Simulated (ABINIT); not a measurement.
Input and output of a self-consistent single point for AlCo (Pm-3m, 2 atoms in the cell) (ABINIT).

Method of the run: LDA (PW92), PAW (JTH v2.0 LDA PAW) (plane waves; ABINIT 10.0.3).

```
CELL_PARAMETERS angstrom
      2.79515     0.00000     0.00000
      0.00000     2.79515     0.00000
      0.00000     0.00000     2.79515
ATOMIC_POSITIONS crystal
  Al 0.00000 0.00000 0.00000
  Co 0.50000 0.50000 0.50000
```

Reference input (self-consistent single point, DFT, PBE, plane waves, PAW (JTH v2.0 PBE PAW)): pseudos = [Al.GGA_PBE-JTH.xml, Co.GGA_PBE-JTH.xml]; ecut = 60 Ry; pawecutdg = 120 Ry; pawxcdev = 0; ixc = 11; occopt = 7; tsmear = 0.272 eV; ngkpt = 9 9 9; nshiftk = 1; shiftk = 0 0 0; potentials = JTH v2.0 PBE PAW; nband = 15. This run's input differs from it in these lines:

```diff
@@ -1,4 +1,4 @@
-# AlCo, JTH v2.0 PBE PAW
+# AlCo, JTH v2.0 LDA PAW
 pp_dirpath "./"
-pseudos "Al.GGA_PBE-JTH.xml, Co.GGA_PBE-JTH.xml"
+pseudos "Al.LDA_PW-JTH.xml, Co.LDA_PW-JTH.xml"
 acell 3*1.0
@@ -18,3 +18,3 @@
 pawxcdev 0
-ixc 11
+ixc 7
 occopt 7
```

Its files differ too (potentials: JTH v2.0 PBE PAW → JTH v2.0 LDA PAW).

Log, with long lists cut:

```
--- !BeginCycle
solver: {iscf: 17, nstep: 60, nline: 4, wfoptalg: 10, }
tolerances: {tolvrs: 1.00E-12, }
...

     iter   Etot(hartree)      deltaE(h)  residm     nres2
 ETOT  1  -147.48120355864    -1.475E+02 7.390E+00 2.867E+01
 ETOT  2  -148.78338901367    -1.302E+00 2.979E-01 9.125E+01
 ETOT  3  -148.72821783560     5.517E-02 9.025E-02 1.630E+01
 ETOT  4  -148.72384685875     4.371E-03 3.648E-02 5.223E+00
 ETOT  5  -148.72078156768     3.065E-03 6.506E-03 1.622E+00
   [... 13 lines left out ...]
 ETOT 19  -148.71988148834    -5.684E-14 1.366E-04 2.640E-09
 ETOT 20  -148.71988148834     2.700E-12 1.235E-04 1.269E-09
 ETOT 21  -148.71988148834     2.274E-13 1.403E-04 1.591E-11
 ETOT 22  -148.71988148834    -2.842E-13 1.213E-04 7.939E-13
 At SCF step   22       nres2   =  7.94E-13 < tolvrs=  1.00E-12 =>converged.

 Cartesian components of stress tensor (hartree/bohr^3)
  sigma(1 1)=  1.46403061E-05  sigma(3 2)=  0.00000000E+00
  sigma(2 2)=  1.46403061E-05  sigma(3 1)=  0.00000000E+00
  sigma(3 3)=  1.46403061E-05  sigma(2 1)=  0.00000000E+00

 ----iterations are completed or convergence reached----

 reduced coordinates (array xred) for    2 atoms
       0.000000000000      0.000000000000      0.000000000000
       0.500000000000      0.500000000000      0.500000000000
 cartesian forces (eV/Angstrom) at end:
    1     -0.00000000000000    -0.00000000000000    -0.00000000000000
    2     -0.00000000000000    -0.00000000000000    -0.00000000000000
 frms,max,avg= 0.0000000E+00 0.0000000E+00   0.000E+00  0.000E+00  0.000E+00 e/A
   [... lines left out ...]
 Fermi (or HOMO) energy (hartree) =   0.50710   Average Vxc (hartree)=  -0.44533
 Fermi (or HOMO) energy (eV) =  13.79901   Average Vxc (eV)= -12.11794
   [... lines left out ...]
'-kT*entropy'       : -9.32935771371492E-04
total_energy        : -1.48719881576793E+02
total_energy_eV     : -4.04687378519986E+03
...

-Cartesian components of stress tensor (GPa)         [Pressure= -4.3073E-01 GPa]
- sigma(1 1)=  4.30732604E-01  sigma(3 2)=  0.00000000E+00
- sigma(2 2)=  4.30732604E-01  sigma(3 1)=  0.00000000E+00
- sigma(3 3)=  4.30732604E-01  sigma(2 1)=  0.00000000E+00

 Calculation completed.
```

The run converged in 22 iterations. Against the reference run the pressure goes from 12.29 to -0.43 GPa.

The starting cell comes from a database of computed structures (which also holds hypothetical and non-ambient phases and stackings), without a prior relaxation at this level. Its lattice was rescaled by a random factor within 2.5 % of one. Spin polarisation is off.

Cost on one core of a shared machine: roughly 60 s.
